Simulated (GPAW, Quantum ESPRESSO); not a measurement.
A Quantum ESPRESSO input for a self-consistent single point of YBRh₃ (Pm-3m, 5 atoms in the cell) (DFT, LDA (PZ), plane waves, GBRV 1.5 ultrasoft (LDA) pseudopotentials):

```fortran
&CONTROL
    calculation = 'scf'
    prefix = 'scf'
    outdir = './tmp'
    pseudo_dir = './'
    tprnfor = .true.
    tstress = .true.
/
&SYSTEM
    ibrav = 0
    nat = 5
    ntyp = 3
    ecutwfc = 40
    ecutrho = 320
    occupations = 'smearing'
    smearing = 'gauss'
    degauss = 0.0099958
/
&ELECTRONS
    conv_thr = 1.0d-10
    mixing_beta = 0.4
/
ATOMIC_SPECIES
Y     88.9058  y_lda_v1.4.uspp.F.UPF
B     10.8100  b_lda_v1.4.uspp.F.UPF
Rh   102.9055  rh_lda_v1.4.uspp.F.UPF
ATOMIC_POSITIONS {angstrom}
Y     0.0000000000    0.0000000000    0.0000000000
B     2.0894100000    2.0894100000    2.0894100000
Rh    0.0000000000    2.0894100000    2.0894100000
Rh    2.0894100000    0.0000000000    2.0894100000
Rh    2.0894100000    2.0894100000    0.0000000000
K_POINTS {automatic}
7 7 7  0 0 0
CELL_PARAMETERS {angstrom}
   4.1788200000     0.0000000000     0.0000000000
   0.0000000000     4.1788200000     0.0000000000
   0.0000000000     0.0000000000     4.1788200000
```

Q: Write the same calculation as an input for GPAW.

A: This is the input that was run; spellings and numerical settings could be chosen otherwise.

```python
from ase import Atoms
from ase.units import GPa
from gpaw import GPAW

atoms = Atoms(['Y', 'B', 'Rh', 'Rh', 'Rh'],
              cell=[[4.178820, 0.000000, 0.000000],
                    [0.000000, 4.178820, 0.000000],
                    [0.000000, 0.000000, 4.178820]],
              scaled_positions=[[0.000000, 0.000000, 0.000000],
                                [0.500000, 0.500000, 0.500000],
                                [0.000000, 0.500000, 0.500000],
                                [0.500000, 0.000000, 0.500000],
                                [0.500000, 0.500000, 0.000000]],
              pbc=True)

calc = GPAW(mode={'name': 'pw', 'ecut': 950},
            xc='LDA',
            kpts=(7, 7, 7),
            occupations={'name': 'methfessel-paxton', 'width': 0.136, 'order': 0},
            nbands=-13,
            convergence={'density': 1e-05},
            symmetry={'symmorphic': False, 'tolerance': 0.0005},
            maxiter=100,
            txt='-')

atoms.calc = calc

energy = atoms.get_potential_energy()
print('Energy (eV):', round(energy, 6))
forces = atoms.get_forces()
print('Forces (eV/Ang):')
print(forces.round(5))
stress = atoms.get_stress()
print('Stress (GPa, Voigt):', (stress / GPa).round(4))
```

Basis, cutoffs, solver keys and any potentials are the target program's own. This input uses DFT LDA (Perdew-Wang 92), plane waves, GPAW PAW datasets LDA (gpaw-data 1.0.1). LDA parametrisations can differ slightly between programs.

The starting cell comes from a database of computed structures (which also holds hypothetical and non-ambient phases and stackings), without a prior relaxation at this level.
